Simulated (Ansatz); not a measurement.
A user runs Ansatz (a quantum-chemistry and plane-wave program) on LaB2Pt2C (I4/mmm, 6 atoms in the cell) and asks whether the run is sound. The aim is a self-consistent single point with DFT, PBEsol, plane waves, default PAW files made with PBE.

Cell that was meant: a = 6.0576 Å, b = 6.0576 Å, c = 6.0576 Å, α = 142.46°, β = 142.46°, γ = 54.14°.

Part of the input:

Ansatz 0.2 input:
```yaml
    - { symbol: Pt, position: [0.250000, 0.750000, 0.500000] }
    - { symbol: C, position: [0.500000, 0.500000, 0.000000] }
basis:
  ecutwfc: 170.0
kpoints:
  mp_grid:
    grid: [8, 8, 8]
```

Output, abridged:

```
   [... lines left out ...]
PAW frozen core: C, regenerated for the run's functional, and the local potential with it
Initial density: superposition of atomic densities (neutral atoms: chi_scale 0, normalization atom), corrected by the library's trained network
Initial wavefunctions: pseudopotential atomic-orbital guess
Eigensolver: davidson
Functional: x = pbesol(κ = 0.804, μ = 0.12345679012345678), c = pbesol(β = 0.046)
SCF iter   1: F=—  HF=-31430.872750 eV  |F-HF|=—  |Δ(HF+E_count)|=         —  Δρ=1.99e-1  dr2=2.59e1  ethr=1.77e-3  ⟨swp⟩=4.6  Hψ=7165  notcnv=0
all-band conjugate gradients solve this SCF's bands
preconditioner: auto → Kerker (q_TF=auto, 2.568 Å⁻¹)
SCF iter   2: F=—  HF=-31424.275136 eV  |F-HF|=—  |Δ(HF+E_count)|=    6.60e0  S|Δr|=    0.00e0  Δρ=1.07e-1  dr2=6.98e0  ethr=1.77e-3  ⟨swp⟩=2.0  Hψ=4531  notcnv=0  defer=50
   [... lines left out ...]
SCF iter   6: F=—  HF=-31421.778289 eV  |F-HF|=—  |Δ(HF+E_count)|=   2.57e-5  S|Δr|=    0.00e0  Δρ=8.91e-5  dr2=2.18e-5  ethr=3.23e-7  ⟨swp⟩=2.3  Hψ=2550  notcnv=0  defer=52
SCF iter   7: F=—  HF=-31421.779056 eV  |F-HF|=—  |Δ(HF+E_count)|=   7.67e-4  S|Δr|=    0.00e0  Δρ=2.27e-5  dr2=1.40e-6  ethr=3.83e-8  ⟨swp⟩=2.2  Hψ=2979  notcnv=0  defer=52
SCF iter   8: F=-31421.779055 eV  HF=-31421.779056 eV  |F-HF|=3.15e-8  |Δ(HF+E_count)|=   2.26e-7  S|Δr|=    0.00e0  Δρ=5.43e-6  dr2=4.41e-8  ethr=1.75e-10  ⟨swp⟩=10.3  Hψ=8456  notcnv=0
SCF 1 converged in 8 iterations: F = -31421.779055 eV  dr2 = 4.41e-8
Stability not checked (fill_not_monotonic)
Free energy (F): -31421.779055 eV
Internal energy: -31421.771255 eV  (E = F + TS)
E sigma→0 (E₀):  -31421.776455 eV
Entropy (-TS):   -0.007800 eV (-1.300 meV/atom)
Fermi energy:    16.669012 eV
--- Forces (eV/Å), atoms counted from 1 ---
  atom   1  La     0.00000000     0.00000000    -0.00000000
  atom   2  B      0.00000000     0.00000000    -2.83762619
  atom   3  B      0.00000000     0.00000000     2.83762619
   [... lines left out ...]
  atom   6  C      0.00000000     0.00000000     0.00000000
--- Stress (GPa, compression-positive) ---
      -20.350776       0.000000       0.000000
        0.000000     -20.350776       0.000000
       -0.000000       0.000000       1.347795
  P = ⅓ Tr σ = -13.1179 GPa (-131.179 kbar)
  The stress holds the Pulay correction. Without it, at fixed plane waves, as pw.x and ABINIT print it: P = -439.7595 GPa
```

### Question
Is anything amiss in this input, and did it matter?

### Answer
The run is not sound. The fault is a basis or grid far too coarse for these potentials. Far below the cutoff that the potentials were made for, the basis cannot represent the orbitals near the nuclei, and energies, forces and above all the stress go wrong. To fix it, restore the cutoff that the potentials need and check convergence. The run converged in 8 iterations without an error; against the sound input the free energy goes up by 10.5 eV/atom, the pressure goes from -6.06 to -13.12 GPa and the largest force goes from 0.278 to 2.838 eV/Å. At a fixed set of plane waves, without the program's Pulay estimate, the pressure is -439.76 GPa against -6.20 GPa.

The sound input it was made from differs as follows (other fixes are possible):
```diff
-  ecutwfc: 170.0
+  ecutwfc: 420.0
```

With that input, the run converged in 7 iterations: free energy E − TS (on the zero of these files) -31484.8724 eV; Fermi level (on the code's own zero) 16.39 eV; pressure -6.06 GPa; largest force (vector length) 0.278 eV/Å (DFT, PBEsol, plane waves, default PAW files made with PBE).

On the sound input: the starting cell comes from a database of computed structures (which also holds hypothetical and non-ambient phases and stackings), without a prior relaxation at this level. Spin polarisation is off. With a pressure of about -6 GPa the cell is away from its equilibrium volume at this level. Ansatz's pressure includes its estimate of the finite-basis (Pulay) stress.
